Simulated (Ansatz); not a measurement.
A thin film of rock salt ZrN is deposited stress-free at 900 K on a thick substrate of bcc (W type) W and cooled to 300 K. Take the in-plane direction as the cubic or basal-plane axis of each crystal, and these free lattice constants from quasi-harmonic approximation on DFT at the PBEsol level (Ansatz, a program for electronic structure).

```csv
crystal,a at 300 K (Å),a at 900 K (Å)
ZrN,4.56600,4.58862
W,3.15773,3.16701
```

 Spin-orbit coupling is not included. The runs of W (PBEsol) noted for some cells that some bands missed the eigensolver's tolerance; how far this moves their values was not measured.

What in-plane thermal strain does the film carry at 300 K, and is it tensile or compressive?

With logarithmic strains ln(a_hot/a_300): left free, the film would shrink by 0.494 % and the substrate by 0.293 %. The film is held to the substrate, so its strain is 0.201 %: tensile. Plastic relief and phase changes are ignored.
